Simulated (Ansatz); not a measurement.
A relaxation of the atoms of ZnAg₂SnS₄ (Fmm2, 8 atoms in the cell) with Ansatz (a program for electronic structure).

Level of theory: LDA (PW92), default PAW files made with PBE (plane waves; Ansatz).

The change in words: one atom moved by 0.15 angstrom; relax: default → atoms; relax.f_tol: default → 0.2 eV/Å. Reference geometry:
```yaml
crystal:
  lattice:
    - [-2.77495, 2.77495, 6.05277]
    - [2.77495, -2.77495, 6.05277]
    - [2.77495, 2.77495, -6.05277]
  atoms:
    - { symbol: Zn, position: [0.00000, 0.00000, 0.00000] }
    - { symbol: Ag, position: [0.75000, 0.25000, 0.50000] }
    - { symbol: Ag, position: [0.25000, 0.75000, 0.50000] }
    - { symbol: Sn, position: [0.50000, 0.50000, 0.00000] }
    - { symbol: S, position: [0.63948, 0.12892, 0.00000] }
    - { symbol: S, position: [0.87108, 0.87108, 0.51056] }
    - { symbol: S, position: [0.12892, 0.63948, 0.00000] }
    - { symbol: S, position: [0.36052, 0.36052, 0.48944] }
```

Reference input (self-consistent single point, DFT, LDA (PW92), plane waves, default PAW files made with PBE): basis.ecutwfc = 30.9 Ry; kpoints.mp_grid.grid = 6 6 6; hamiltonian.xc = lda; hamiltonian.pseudopotentials = {kind: paw} (the program's default PAW files); scf.occupations.method = fermi_dirac; scf.occupations.width = 0.0007 Ry. This run's input differs from it in these lines:

```diff
@@ -6,3 +6,3 @@
   atoms:
-    - { symbol: Zn, position: [0.000000, 0.000000, 0.000000] }
+    - { symbol: Zn, position: [0.012391, 0.012391, 0.000000] }
     - { symbol: Ag, position: [0.750000, 0.250000, 0.500000] }
@@ -27,2 +27,4 @@
     width: 0.0007 Ry
+relax:
+  f_tol: 0.2
 output:
```

The program printed (abridged):

```
   [... SCF lines of the steps left out ...]
relax step   1: F+E_penalty+E_count = -27522.78379939 eV  Δ(F+E_penalty+E_count) = +0.000e0 eV  max|allowed force component| = 8.196e-1 eV/Å  Δτ_max = 0.0000 Å  (6 SCF iters, dr2 threshold 1.00e-4 eV, accepted)
relax step   2: F+E_penalty+E_count = -27522.82970435 eV  Δ(F+E_penalty+E_count) = -4.590e-2 eV  max|allowed force component| = 4.449e-1 eV/Å  Δτ_max = 0.0347 Å  (5 SCF iters, dr2 threshold 4.20e-5 eV, accepted)
relax step   3: F+E_penalty+E_count = -27522.84885503 eV  Δ(F+E_penalty+E_count) = -1.915e-2 eV  max|allowed force component| = 1.645e-1 eV/Å  Δτ_max = 0.0537 Å  (8 SCF iters, accepted)
the relaxation is at rest under the 4 symmetry operations that the run kept from its start: a minimum is not shown …
Free energy (F): -27522.848855 eV
Internal energy: -27522.848725 eV  (E = F + TS)
E sigma→0 (E₀):  -27522.848790 eV
Entropy (-TS):   -0.000130 eV (-0.016 meV/atom)
Fermi energy:    6.843856 eV
--- Forces (eV/Å), atoms counted from 1 ---
  atom   1  Zn     0.00000000    -0.00000000    -0.15764550
  atom   2  Ag     0.00000000     0.00000000    -0.02573303
  atom   3  Ag     0.00000000    -0.00000000    -0.02573303
  atom   4  Sn     0.00000000    -0.00000000     0.16454278
  atom   5  S     -0.03117009     0.03117009     0.01877074
  atom   6  S     -0.05590470    -0.05590470     0.00350617
   [... lines left out ...]
    - { symbol: Sn, position: [0.4986685987400017, 0.4986685987400017, 5.860655769158678e-20] }
    - { symbol: S, position: [0.6415335464861094, 0.12598634934319397, 0.0] }
    - { symbol: S, position: [0.8745981022650032, 0.8745981022650032, 0.5118662008260579] }
    - { symbol: S, position: [0.12598634934319397, 0.6415335464861094, 0.0] }
    - { symbol: S, position: [0.3627319014389455, 0.3627319014389455, 0.4881337991739421] }
```

The run converged. 

Summary of the result:
* **Free energy E − TS (on the zero of these files)**: -27522.8489 eV
* **Fermi level (on the code's own zero)**: 6.84 eV
* **Pressure**: -4.96 GPa
* **Largest force (vector length)**: 0.165 eV/Å
* **Relaxation steps**: 3

The starting cell comes from a database of computed structures (which also holds hypothetical and non-ambient phases and stackings), without a prior relaxation at this level. Its lattice was rescaled by up to half a per cent. For this run, on top of that: one atom moved by 0.15 angstrom. The relaxation keeps the symmetry of its start, so its end need not be a minimum. Ansatz's pressure includes its estimate of the finite-basis (Pulay) stress. The run gives no clean gap (levels at the Fermi energy touch, overlap or are partly filled at this smearing), which alone does not show that the compound is a metal.

Cost on one core of a shared machine: roughly 2 min.

Keys are those of Ansatz 0.2.
